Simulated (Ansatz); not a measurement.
System: B20 (FeSi-type) MnSi. Method: BLYP in Ansatz (plane waves, PAW).

Run with plane-wave cutoff 520 eV, 12×12×12 k mesh, Fermi–Dirac smearing 0.05 eV, spin-polarised with parallel moments, scalar-relativistic PAW data made under PBE.

Cell (measured lattice):

```
CELL_PARAMETERS angstrom
      4.55980     0.00000     0.00000
      0.00000     4.55980     0.00000
      0.00000     0.00000     4.55980
ATOMIC_POSITIONS crystal
  Mn 0.86481 0.63519 0.36481
  Mn 0.36481 0.86481 0.63519
  Mn 0.13519 0.13519 0.13519
  Mn 0.63519 0.36481 0.86481
  Si 0.15541 0.34459 0.65541
  Si 0.65541 0.15541 0.34459
  Si 0.84459 0.84459 0.84459
  Si 0.34459 0.65541 0.15541
```
Starting moments (μB, in the order of the record's atoms Mn Mn Mn Mn Si Si Si Si): 1.2 1.2 1.2 1.2 0.0 0.0 0.0 0.0.

Task: Give the computed magnetic moment (largest site, within a sphere).

Result: 
magnetic moment (largest site, within a sphere): 0.99 μB

The run finds no gap.

Note: the collinear magnetic order is the start's and need not be the measured one; cell and atoms aren't relaxed at this level (largest force component 0.07 eV/Å, pressure 2.9 GPa).

Moments are spin moments.

The computed numbers hold no vibrational or temperature effects.

Ansatz is a quantum-chemistry and plane-wave program.
